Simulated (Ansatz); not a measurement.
Ansatz (a first-principles code) run on LiNbF₆ (R-3, 8 atoms in the cell): dielectric-response calculation.

Method of the run: LDA (PW92), default PAW files made with PBE (plane waves; Ansatz).

```
CELL_PARAMETERS angstrom
      2.57010     1.48385     4.57979
     -2.57010     1.48385     4.57979
      0.00000    -2.96770     4.57979
ATOMIC_POSITIONS crystal
  Li 0.50000 0.50000 0.50000
  Nb 0.00000 0.00000 0.00000
  F  0.12815 0.75325 0.36355
  F  0.87185 0.24675 0.63645
  F  0.36355 0.12815 0.75325
  F  0.63645 0.87185 0.24675
  F  0.75325 0.36355 0.12815
  F  0.24675 0.63645 0.87185
```

Reference input (self-consistent single point, DFT, LDA (PW92), plane waves, default PAW files made with PBE): basis.ecutwfc = 420 eV; kpoints.mp_grid.grid = 6 6 6; hamiltonian.xc = lda; hamiltonian.pseudopotentials = {kind: paw} (the program's default PAW files); scf.occupations.method = fixed. This run's input differs from it in these lines:

Ansatz 0.2 input:
```diff
@@ -16,3 +16,3 @@
 basis:
-  ecutwfc: 420.0 eV
+  ecutwfc: 250.0 eV
 kpoints:
@@ -27,6 +27,3 @@
     method: fixed
-output:
-  forces: true
-  eigenvalues: true
-  stress: true
+dielectric: {}
```

Output, abridged:

```
SCF iter   1: F=—  HF=-9398.194695 eV  |F-HF|=—  |Δ(HF+E_count)|=         —  Δρ=1.08e-1  dr2=4.60e0  ethr=1.77e-3  ⟨swp⟩=4.1  Hψ=15029  notcnv=0  defer=560
all-band conjugate gradients solve this SCF's bands
preconditioner: auto → Resta (q_TF=auto, 2.472 Å⁻¹)
SCF iter   2: F=—  HF=-9396.779050 eV  |F-HF|=—  |Δ(HF+E_count)|=    1.42e0  Δρ=2.83e-2  dr2=6.93e-1  ethr=1.77e-3  ⟨swp⟩=2.0  Hψ=8064  notcnv=0  defer=560
   [... lines left out ...]
SCF iter   7: F=—  HF=-9396.613032 eV  |F-HF|=—  |Δ(HF+E_count)|=   4.70e-6  Δρ=1.76e-5  dr2=3.74e-7  ethr=6.91e-8  ⟨swp⟩=2.4  Hψ=6579  notcnv=0  defer=236
SCF iter   8: F=—  HF=-9396.613031 eV  |F-HF|=—  |Δ(HF+E_count)|=   6.36e-7  Δρ=2.29e-6  dr2=1.54e-8  ethr=6.44e-10  ⟨swp⟩=2.5  Hψ=7240  notcnv=0  defer=236
SCF iter   9: F=—  HF=-9396.613031 eV  |F-HF|=—  |Δ(HF+E_count)|=   1.48e-9  Δρ=7.14e-7  dr2=7.34e-10  ethr=2.65e-11  ⟨swp⟩=2.0  Hψ=6317  notcnv=0  defer=236
SCF iter  10: F=-9396.613031 eV  HF=-9396.613031 eV  |F-HF|=3.64e-12  |Δ(HF+E_count)|=  2.73e-11  Δρ=1.47e-7  dr2=3.26e-11  ethr=1.00e-12  ⟨swp⟩=10.0  Hψ=13319  notcnv=0
SCF 1 converged in 10 iterations: F = -9396.613031 eV  dr2 = 3.26e-11
DFPT response loops at Γ: preconditioner auto → none (the input reference at scf.mixing.eps_inf says where Resta's filter doesn't serve); β = 0.50 …
Free energy (F): -9396.613031 eV
Internal energy: -9396.613031 eV  (E = F + TS)
E sigma→0 (E₀):  -9396.613031 eV
Fermi energy:    -0.302446 eV
--- Dielectric response (ions clamped): 2 representative field directions + reference, on 112 of 216 k-points (Σ response iterations 16) ---
  k mesh reduced under 1 symmetry operation, with k and −k counted as one. Each operation leaves every solved perturbation unchanged …
  ε∞ (high-frequency dielectric tensor):
        2.384892     0.000004     0.000000
   [... lines left out ...]
        -0.17853   -0.62076    0.15687
         0.67653    0.15273   -1.05909
    site 7:
        -1.50588   -0.20603    0.69723
        -0.17853   -0.62076    0.15687
         0.67653    0.15273   -1.05909
  Z* charge neutrality: 4.035e-5 e pre-enforcement
  k-mesh period / interband length: 32.7 Å / 0.98 Å = 33.48 at k = (0.0000, 0.0000, -0.5000), direct gap 5.378 eV — 14 or more, which is no proof of convergence
```

The run converged in 10 iterations. 

Summary of the result:
* **Free energy E − TS (on the zero of these files)**: -9396.6130 eV
* **Top of the valence band (on the code's own zero)**: -0.30 eV
* **Gap on the k-point mesh**: 5.30 eV
* **ε∞ at this k-point mesh, which may be far from converged in small-gap cells (xx, yy, zz)**: 2.38, 2.38, 2.38
* **Born charges at this mesh (mean of the diagonal, e)**: Li 1.36, Nb 5.01, F -1.06, F -1.06, F -1.06, F -1.06, F -1.06, F -1.06

The starting cell comes from a database of computed structures (which also holds hypothetical and non-ambient phases and stackings), without a prior relaxation at this level. Its lattice was rescaled by up to half a per cent. The cutoff lies below the one recommended for these files.

Cost on one core of a shared machine: roughly 2 min.
